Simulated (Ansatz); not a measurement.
Functionals compared on the (31-43) surface of hcp Sc in its 1x1 cell, outermost plane spacing 0.12 Å in the ideal cut, in Ansatz (plane waves, PAW). The structure was relaxed with PBE; the other rows are single points on it, each with its references at the same level. Cutoff 420 eV (500 eV for r2SCAN).

Set-up: 30 atoms, 10.3 Å thick at the start (thin: gaps and levels are the slab's own); mesh 6x4x1; 0.1 eV smearing; dipole correction on; all atoms relaxed; start symmetry kept, larger cells not searched; no spin, no spin-orbit, no U. These notes are the PBE run's.

```
functional  surface energy (J/m²)  work function of the top face (eV)  rough cost of the single point
----------  ---------------------  ----------------------------------  ------------------------------
PBE                          1.32                                3.21                               –
LDA                          1.47                                3.38   around 5 core-minutes (rough)
PBEsol                       1.43                                3.26          roughly 6 core-minutes
RPBE                         1.23                                3.12   around 6 core-minutes (rough)
r2SCAN                       1.42                                3.25    very roughly 11 core-minutes
```

Ansatz is an electronic-structure program.
